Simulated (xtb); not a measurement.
xtb 6.7.1, GFN2-xTB: Sr(Cl)(nacnac) (CC1=CC(C)=[N](C)->[Sr]([Cl])[N]1C), 24 atoms. The geometry is a generated start, not checked to be a minimum at this level.

```json
{
 "method": "GFN2-xTB",
 "--acc": "1 (default)",
 "--etemp (K)": "300 (default)",
 "detailed input (--input)": "none: ANC optimiser, Lindh (1995) Hessian, microcycle=20, maxdispl=1.0, hlow=0.01 (default)",
 "basis_functions": "69",
 "valence_electrons": "60"
}
```

```xyz
24

Sr     1.7793    -0.5627     1.5363
Cl     1.5843    -2.1975     3.4355
C      0.0003    -1.0940    -2.6548
C      0.2117    -0.6383    -1.2281
C     -0.3203     0.6148    -0.9056
C     -0.4962     1.2718     0.3165
C     -1.3077     2.5464     0.2637
N     -0.0496     0.8328     1.4746
C     -0.4267     1.5314     2.6843
N      0.8361    -1.4279    -0.3800
C      1.2298    -2.7507    -0.8154
H     -0.4150    -0.2967    -3.2633
H      0.9411    -1.4177    -3.0982
H     -0.6900    -1.9368    -2.6804
H     -0.7728     1.1269    -1.7436
H     -1.4408     2.8822    -0.7599
H     -2.2938     2.3802     0.6980
H     -0.8205     3.3388     0.8295
H     -0.1672     0.8975     3.5347
H      0.1068     2.4885     2.7865
H     -1.5011     1.7333     2.7258
H      2.0538    -2.7146    -1.5424
H      0.3969    -3.2937    -1.2734
H      1.5615    -3.3139     0.0597
```

The structure is relaxed from this start with --opt LEVEL for the levels crude, sloppy, loose, lax, normal, tight, vtight, extreme, once each. Up to the end of the extreme run atoms move by at most 0.086 Å along an axis.

### Question
What is the loosest level that ends within 1 meV of the extreme run, and how many cycles does it take?

### Answer
normal: 7 cycles against 14, ending 0.19 meV above.

| level | cycles | energy above the extreme run (meV) | gradient norm (eV/Å) |
|---|---|---|---|
| crude | 1 | 2.4 | 0.11 |
| sloppy | 1 | 2.4 | 0.11 |
| loose | 1 | 2.4 | 0.11 |
| lax | 1 | 2.4 | 0.11 |
| normal | 7 | 0.19 | 0.023 |
| tight | 10 | 0.032 | 0.0085 |
| vtight | 13 | under 0.01 | 0.0035 |
| extreme | 14 | — | 0.0019 |
